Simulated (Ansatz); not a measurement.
**PdIn: energy against volume**

PdIn (CsCl type, Pm-3m, 18.054 Å³/atom and stress up to 0.01 GPa in the relaxed cell, cube axes along x, y and z) under hydrostatic pressure, with the cell free. PBE in Ansatz, a plane-wave DFT program (PAW, default set), 420 eV, 14×14×14 Γ-centred mesh, Fermi-Dirac smearing 0.05 eV; ions are relaxed, or left where forces stay under 0.02 eV/Å, within the symmetry of each cell. Against the start cell, which lies near the measured one, the relaxed cell differs by 5.2 % in volume; the values below rest on it.

Here V stands for volume and E for E less E0.

```
volume (Å³/atom)  E less E0 (meV/atom)  pressure (GPa)
----------------  --------------------  --------------
18.4055                           2.33           -2.01
18.2241                           0.58           -1.00
18.0537                           0.00            0.00
17.9093                           0.36            0.90
17.7290                           1.99            2.11
17.4032                           8.57            4.51
16.8844                          30.08            9.01
16.3197                              ?               ?
```

The 7 complete rows are fitted with the third-order Birch-Murnaghan form, a cubic in V^(-2/3), E against V. With u = V^(-2/3) - 0.1467, the rows have u = -0.0032497, -0.0022993, -0.0013921, -0.0006121, 0.0003767, 0.0022066, 0.0052414. Least squares gives E = 1.215 + 1810.0·u + 678981·u² + 5039418·u³. Residuals (row less fit): -0.001, -0.002, 0.002, 0.000, -0.003, 0.001, -0.001; standard error 0.003 (degrees of freedom: 3). Its minimum lies at u = -0.0013533, so V0 = (0.1453467)^(-3/2) = 18.05. There d²E/du² = 1317000 and d³E/du³ = 3.024e7, so B0 = (4/9) × 18.05^(-7/3) × 1317000 × 0.160218 = 110 GPa (the last factor turns the table's units into GPa), and B0' = 4 + (2/3) × 0.1453467 × (3.024e7)/1317000 = 6.2. B0' rests on the cubic coefficient alone and has a standard error of 0.1 from these residuals.

### Question
Estimate the missing E (V = 16.3197); what did the run itself give?

### Answer
u = 0.0087266, so E = 1.215 + 1810.0 × 0.0087266 + 678981 × 0.0087266² + 5039418 × 0.0087266³ = 72.066 meV/atom. The calculation gives 71.98 meV/atom, 0.086 meV/atom below the prediction (0.1 % of the range of E in the table). The row lies outside the fitted rows, so this is an extrapolation. The scatter of the fitted rows lies at the last printed digit.

In a metal these values are sensitive to mesh and smearing; energies are taken to zero smearing, stresses follow the free energy. The runs aren't spin-polarised. Other structures, which can take over under pressure, weren't tried. The same form fitted to the pressure column gives B0' = 6.1; series where the two differ by over 0.4 aren't shown. Rows are the converged runs of the series near zero and its far end, less any whose ions stayed unrelaxed beside relaxed ones; series whose fitted rows scatter by over a few per cent of the range, as at a crossing or softening among them, aren't shown in this form.
